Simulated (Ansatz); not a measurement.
# C: pressure series

The parent structure is C in the diamond structure (space group Fd-3m, No. 227; a = 3.560 Å).

Cell and atoms are relaxed at each pressure.

Computed with Ansatz (a quantum-chemistry and plane-wave program), r2SCAN, PAW, cutoff 500 eV, without spin-orbit coupling.

Candidates:
(a) pressure 30 GPa
(b) pressure 0.9 GPa
(c) pressure 9 GPa

Base values:

| Item | Result |
|---|---|
| Band gap | 4.36 eV |

Order them by band gap, highest first.

(a) pressure 30 GPa (4.51 eV), (c) pressure 9 GPa (4.41 eV), (b) pressure 0.9 GPa (4.37 eV)

Load acts through the strain it causes; cell and atoms are relaxed under it. Whether these cells are dynamically stable was not tested. No other phases were tried under pressure.
